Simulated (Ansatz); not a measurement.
Start from MgB₂ (space group P6/mmm, No. 191; a = 3.075 Å, c = 3.525 Å; relaxed with 0.1 eV smearing). Axes: x lies along a and z along c of the hexagonal cell.

The values are results of DFT with PBE, PAW potentials and a 420 eV plane-wave cutoff in Ansatz (an electronic-structure program), no spin-orbit coupling, not measurements.

For the base:

```
Item               Value
---------------  -------
Pressure         0.0 GPa
Volume per atom  9.62 Å³
```

Now apply this change: biaxial strain −2.50 %, plane normal [001], relaxed out of plane (Cartesian); in-plane vectors clamped, the third vector and the atoms free.

**Question.** Estimate the effect on the pressure and volume per atom.

**Answer.** The pressure (mean of the normal stresses, compression positive) goes from zero to 8.9 GPa; the volume per atom drops by 0.42 Å³, from 9.62 Å³ to 9.20 Å³.

No phonon test of stability was made. All final runs are without spin polarisation.
